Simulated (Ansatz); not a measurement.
SnAu under a change: pressure 7.5 GPa

The parent structure is SnAu in the NiAs type structure (space group P6_3/mmc, No. 194; a = 4.3327 Å, c = 5.5562 Å).

Now apply this change: cell and atoms relaxed at a pressure of 7.5 GPa.

The values are results of PBEsol (Ansatz, a first-principles code), no spin-orbit coupling, not measurements. Γ-centred 12×12×9 mesh, Fermi–Dirac width 0.05 eV.

The volume per atom drops by 1.53 Å³ to 21.05 Å³ and the density rises by 0.84 g/cm³, from 11.61 g/cm³ to 12.45 g/cm³. The lattice parameter a falls by 0.113 Å (4.333 Å → 4.220 Å) and the c/a ratio increases by 0.012, from 1.282 to 1.294. The shortest interatomic distance drops by 0.048 Å (2.778 Å → 2.730 Å) and the enthalpy H = E + PV relative to the base's energy is +1.02 eV/atom. The band gap is still zero.

Final structure:

```
SnAu
1.0
    4.21980     0.00000     0.00000
   -2.10990     3.65446     0.00000
    0.00000     0.00000     5.46098
Sn Au
2 2
Direct
  0.66667   0.33333   0.75000
  0.33333   0.66667   0.25000
  0.00000   0.00000   0.50000
  0.00000   0.00000   0.00000
```

Load acts through the strain it causes; cell and atoms are relaxed under it. Stability against distortions was not tested. No other phases were tried under pressure.
